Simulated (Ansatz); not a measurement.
**Y: response to strain**

Take Y in the hcp (Mg type) structure (space group P6_3/mmc, No. 194; a = 3.652 Å, c = 5.703 Å; relaxed with 0.1 eV smearing) as the base. Axes: x lies along a and z along c of the hexagonal cell.

Strains are applied to the cell and any free atomic positions relax.

Method: PBE (Ansatz, an electronic-structure program; PAW; 420 eV plane waves; no SOC).

Notes on the quantities. pressure: mean of the normal stresses, compression positive; energy relative to the base: free energy F.

```csv
case,pressure,energy relative to the base,shortest interatomic distance
base,0.0 GPa,0 meV/atom,354.6 pm
uniaxial strain ε_zz = −3.00 %,1.3 GPa,+7.6 meV/atom,347.8 pm
uniaxial strain ε_zz = −2.00 %,…,…,350.1 pm
uniaxial strain ε_zz = −1.50 %,0.6 GPa,…,351.2 pm
uniaxial strain ε_zz = −0.50 %,0.2 GPa,+0.2 meV/atom,353.5 pm
uniaxial strain ε_zz = +0.50 %,-0.2 GPa,+0.2 meV/atom,355.8 pm
uniaxial strain ε_zz = +1.50 %,-0.6 GPa,+1.8 meV/atom,358.1 pm
uniaxial strain ε_zz = +2.00 %,-0.8 GPa,+3.1 meV/atom,359.2 pm
uniaxial strain ε_zz = +2.50 %,-0.9 GPa,+4.8 meV/atom,…
uniaxial strain ε_zz = +3.00 %,-1.1 GPa,+6.9 meV/atom,361.6 pm
```

Complete the table.


- uniaxial strain ε_zz = −2.00 %, pressure: 0.8 GPa
- uniaxial strain ε_zz = −2.00 %, energy relative to the base: +3.3 meV/atom
- uniaxial strain ε_zz = −1.50 %, energy relative to the base: +1.9 meV/atom
- uniaxial strain ε_zz = +2.50 %, shortest interatomic distance: 360.4 pm

Whether these cells are dynamically stable was not tested. All final runs are without spin polarisation.
